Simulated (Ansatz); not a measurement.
Results of BLYP in Ansatz (PAW) for TiAs (P6₃/mmc, No. 194).

Settings: plane-wave cutoff 520 eV, 18×18×6 k mesh (along the axes of the cell as run), Fermi–Dirac smearing 0.05 eV, no spin polarisation, scalar-relativistic PAW data made under PBE.

Cell (relaxed at this level):

```
TiAs
1.0
    1.86085    -3.22309     0.00000
    1.86085     3.22309     0.00000
    0.00000     0.00000    12.23088
Ti As
4 4
Direct
  0.33333   0.66667   0.11767
  0.66667   0.33333   0.61767
  0.66667   0.33333   0.88233
  0.33333   0.66667   0.38233
  0.00000   0.00000   0.00000
  0.00000   0.00000   0.50000
  0.33333   0.66667   0.75000
  0.66667   0.33333   0.25000
```

Problem. What does this level give for the bulk modulus and pressure derivative B′ of the bulk modulus?

Solution. 
- bulk modulus = 103 GPa
- pressure derivative B′ of the bulk modulus = 4.3

The run finds no gap.

Note: the bulk modulus comes from volumes at which shape and atoms were relaxed.

Computed values are for the static lattice.

Ansatz is a quantum-chemistry and plane-wave program.
